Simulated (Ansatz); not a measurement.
Ag: energy against volume

Ag (fcc, Fm-3m, 16.655 Å³/atom and stress up to 0.01 GPa in the relaxed cell, cube axes along x, y and z) under an equal strain ε along all three axes. PBEsol in Ansatz, a plane-wave DFT program (PAW, default set), 420 eV, 28×28×28 Γ-centred mesh, Fermi-Dirac smearing 0.10 eV.

Here V stands for volume and E for E less E0.

```
volume (Å³/atom)  E less E0 (meV/atom)  pressure (GPa)
----------------  --------------------  --------------
15.2002                              ?               ?
15.6752                          24.26            8.57
15.9163                          13.27            6.14
16.1600                           5.72            3.91
16.4060                           1.36            1.87
16.6546                           0.00            0.00
16.9057                           1.42           -1.70
17.1593                           5.43           -3.26
17.4154                          11.86           -4.67
17.6740                          20.52           -5.96
```

Taking the third-order Birch-Murnaghan form, a cubic in V^(-2/3) for E over the 9 complete rows: With u = V^(-2/3) - 0.153, the rows have u = 0.006658, 0.005042, 0.003449, 0.001881, 0.000336, -0.001186, -0.002686, -0.004163, -0.005618. Least squares gives E = 0.079 - 436.3·u + 588771·u² + 3338037·u³. Residuals (row less fit): 0.001, -0.005, 0.005, -0.004, 0.001, 0.001, -0.004, 0.002, -0.001; standard error 0.004 (degrees of freedom: 5). Its minimum lies at u = 0.000369, so V0 = (0.153369)^(-3/2) = 16.65. There d²E/du² = 1185000 and d³E/du³ = 2.003e7, so B0 = (4/9) × 16.65^(-7/3) × 1185000 × 0.160218 = 119 GPa (the last factor turns the table's units into GPa), and B0' = 4 + (2/3) × 0.153369 × (2.003e7)/1185000 = 5.7. B0' rests on the cubic coefficient alone and has a standard error of 0.1 from these residuals.

Q: What does the fit predict for E at V = 15.2002, and how far is the calculated value from it?

A: u = 0.009967, so E = 0.079 - 436.3 × 0.009967 + 588771 × 0.009967² + 3338037 × 0.009967³ = 57.525 meV/atom. The calculation gives 57.51 meV/atom, 0.015 meV/atom below the prediction (0.0 % of the range of E in the table). The row lies outside the fitted rows, so this is an extrapolation. The scatter of the fitted rows lies at the last printed digit.

In a metal these values are sensitive to mesh and smearing; energies are taken to zero smearing, stresses follow the free energy. Other structures, which can take over under pressure, weren't tried. The same form fitted to the pressure column gives B0' = 5.7; series where the two differ by over 0.4 aren't shown. Rows are the converged runs of the series near zero and its far end, less any whose ions stayed unrelaxed beside relaxed ones; series whose fitted rows scatter by over a few per cent of the range, as at a crossing or softening among them, aren't shown in this form.
